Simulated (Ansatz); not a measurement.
Take SrHfO3 in the cubic perovskite structure (space group Pm-3m, No. 221; a = 4.1058 Å) as the base.

Now apply this change: a hydrostatic pressure of 3 GPa.

Levels (all Ansatz, an electronic-structure program, PAW): PBEsol (420 eV, no spin-orbit coupling); PBEsol+SOC (420 eV, noncollinear with spin-orbit coupling).

The geometry is relaxed with PBEsol.

| Quantity | Value |
|---|---|
| PBEsol smallest direct gap | 3.90 eV |
| PBEsol pressure | 3.00 GPa |
| PBEsol lowest conduction level above the VBM at special points | Γ 3.75 eV; X 4.34 eV; R 6.27 eV; M 6.64 eV |

With PBEsol+SOC at the same geometry, the smallest direct gap falls by 0.192 eV, from 3.90 eV to 3.70 eV; the pressure decreases by 0.194 GPa, from 3.00 GPa to 2.80 GPa; the electron mass (degenerate bands, along [100]) is 0.33, 0.74 mₑ (at Γ); the lowest conduction level above the VBM at special points changes from Γ 3.75 eV; X 4.34 eV; R 6.27 eV; M 6.64 eV to Γ 3.67 eV; X 4.34 eV; R 6.22 eV; M 6.55 eV.

Single points use the geometry relaxed with PBEsol. The spin-orbit shifts are approximate. With Hf present, leaving out spin-orbit coupling can change the band edges. Load acts through the strain it causes; cell and atoms are relaxed under it. Effective masses come from finite differences of ±0.01 Å⁻¹. Whether these cells are dynamically stable was not tested. Many cubic perovskites are stable only at high temperature; tilts and polar distortions were not tested.
